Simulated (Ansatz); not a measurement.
## Converging the k-point mesh at a smearing width of 0.3 eV: Li₃YBi₂ (P3m1, 6 atoms in the cell)

```yaml
crystal:
  lattice:
    - [4.61481, 0.00000, 0.00000]
    - [-2.30741, 3.99654, 0.00000]
    - [0.00000, 0.00000, 7.28770]
  atoms:
    - { symbol: Li, position: [0.66667, 0.33333, 0.35780] }
    - { symbol: Li, position: [0.33333, 0.66667, 0.64906] }
    - { symbol: Li, position: [0.00000, 0.00000, 0.50000] }
    - { symbol: Y, position: [0.00000, 0.00000, 0.00000] }
    - { symbol: Bi, position: [0.66667, 0.33333, 0.75259] }
    - { symbol: Bi, position: [0.33333, 0.66667, 0.24741] }
```

Method of the run: PBEsol, default PAW files made with PBE (plane waves; Ansatz, a program for electronic structure).

Base settings: basis.ecutwfc = 420 eV; kpoints.mp_grid.grid = 8 8 5; hamiltonian.xc = pbesol; hamiltonian.pseudopotentials = {kind: paw} (the program's default PAW files); scf.occupations.method = gaussian; scf.occupations.width = 0.1 eV.

In this ladder: scf.occupations.width = 0.3 eV.

Only quantities that move along the ladder and can be compared are tabulated.

The count of work is k-points × plane waves × bands × iterations; it is no time. 

The starting cell comes from a database of computed structures (which also holds hypothetical and non-ambient phases and stackings), without a prior relaxation at this level. Its lattice was rescaled by up to half a per cent. One atom was moved a little off its site on purpose. Ansatz's pressure includes its estimate of the finite-basis (Pulay) stress.

| kpoints.mp_grid.grid | free energy less the last step's (meV/atom) | pressure (GPa) | largest difference of a force vector from the last step's (eV/Å) | count of work / last |
|---|---|---|---|---|
| 3 3 2 | 41.10 | -0.75 | 0.055 | 0.014 |
| 4 4 2 | 12.03 | -0.91 | 0.028 | 0.019 |
| 4 4 3 | 12.98 | -0.83 | 0.022 | 0.021 |
| 5 5 3 | 5.05 | -0.87 | 0.013 | 0.028 |
| 6 6 4 | 1.93 | -0.87 | 0.005 | 0.056 |
| 8 8 4 | 0.02 | -0.88 | 0.005 | 0.082 |
| 9 9 5 | -0.05 | -0.88 | 0.002 | 0.12 |
| 11 11 6 | -0.06 | -0.87 | 0.000 | 0.20 |
| 16 16 9 | 0.00 | -0.87 | 0.000 | 0.55 |
| 20 20 11 | 0.00 | -0.87 | 0.000 | 1.0 |

Coarsest kpoints.mp_grid.grid that holds the forces within 0.01 eV/Å of the last step, with all finer ones: 6 6 4, at 0.056 of the last step's count of work; the step before is off by 0.013 eV/Å.

Coarsest kpoints.mp_grid.grid that holds the pressure within 0.1 GPa of the last step, with all finer ones: 4 4 2, at 0.019 of the last step's count of work; the step before is off by 0.12 GPa.

Coarsest kpoints.mp_grid.grid that holds the free energy within 1 meV/atom of the last step, with all finer ones: 8 8 4, at 0.082 of the last step's count of work; the step before is off by 1.9 meV/atom.

Two neighbours can agree and both be off: 4 4 2 and 4 4 3 differ by 0.95 meV/atom in the free energy, yet lie about 13 meV/atom from the last step.

Keys are those of Ansatz 0.2.
